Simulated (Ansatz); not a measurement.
## CuCl (F-43m): band-edge transport data

Input:

```
CuCl
1.0
    0.00000     2.64498     2.64498
    2.64498     0.00000     2.64498
    2.64498     2.64498     0.00000
Cu Cl
1 1
Direct
  0.00000   0.00000   0.00000
  0.25000   0.25000   0.25000
```

The numbers are results of PBEsol, rigid bands (plane waves, PAW, scalar-relativistic; Ansatz, an electronic-structure program), not measurements. How the cell was made: cell and atoms relaxed with PBEsol.

```yaml
band_gap: 0.56 eV
electron conductivity mass (300 K, dilute): 0.23 mₑ
effective density of states N_c (300 K): 2.6e18 cm⁻³
density_of_states_mass_electrons: 0.22 mₑ
Seebeck coefficient, n-type 1e19 cm⁻³, 300 K: -126 μV/K
best n-type power factor at 300 K for τ = 10 fs (best axis; densities from 1e16 to 1e21 cm⁻³ tried, whether or not they can be reached): 1.80 μW/(cm·K²) at 1e19 cm⁻³
```

Rigid bands; masses and Seebeck coefficients take one relaxation time τ for all states and one kind of carrier; polarons and phonon drag are left out. Spin-orbit coupling is left out.
